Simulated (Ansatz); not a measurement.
C on the 1x1 (110) surface of bcc W, one in a 1x1 cell, energies for each (7.2 Å²). Energies are against an atom of graphite, without zero-point or thermal terms; each row is named by its start. No converged result for: 1 more start.

Computed with PBE (plane waves to 420 eV, PAW; Ansatz, a first-principles code).

Slab: 5 atoms, 6.6 Å thick at the start under the adsorbate (thin: gaps and levels are the slab's own); k 12x12x1, smearing 0.1 eV, dipole-corrected; 2 atoms held, the rest relaxed; each run with such symmetry as its start has; no spin, no spin-orbit, no U, no dispersion correction.

A negative adsorption energy means that the adsorbate is more stable on the surface than in its reference. Heights count from the host atoms within 0.3 Å of the top one.

```tsv
starting site	E_ads (eV)	height (Å)	nearest host atom (Å)	bonded to	Δ work function (eV)	lateral drift (Å)
hollow W-W-W	1.25	1.03	W 1.95	3 W	1.00	0.0
bridge W-W (span 2.8 Å)	2.08	1.35	W 1.93	2 W	1.66	0.0
bridge W-W (span 3.2 Å)	1.60	1.15	W 1.97	4 W	1.71	0.0
```
